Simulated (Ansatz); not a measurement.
**The (111) surface of germanium, H on 3 of 4 dangling bonds, none on a one-bond Ge at depth 0.0 Å (bottom of the slab: built like the top, H on every dangling bond, free)**

These are PBE (plane waves to 420 eV, PAW; Ansatz, a program for electronic structure) values and carry that method's errors.

Set-up: 39 atoms, 13.9 Å thick at the start with caps and adatoms (thin: gaps and levels are the slab's own); mesh 4x4x1; 0.025 eV smearing; dipole correction on; 8 atoms held, the rest relaxed; symmetry of the start imposed; spin-polarised, ending with about 0.9 μB a cell, a value that depends on the mesh; orders that need a larger cell were not tried, no spin-orbit, no U. The slab shows no gap over 0.04 eV on its mesh. It is one candidate, not shown to be the stable structure of the face.

The work function of the top face is 4.52 eV. The energy released by relaxation is 0.070 eV and the cost is very roughly 50 core-minutes.
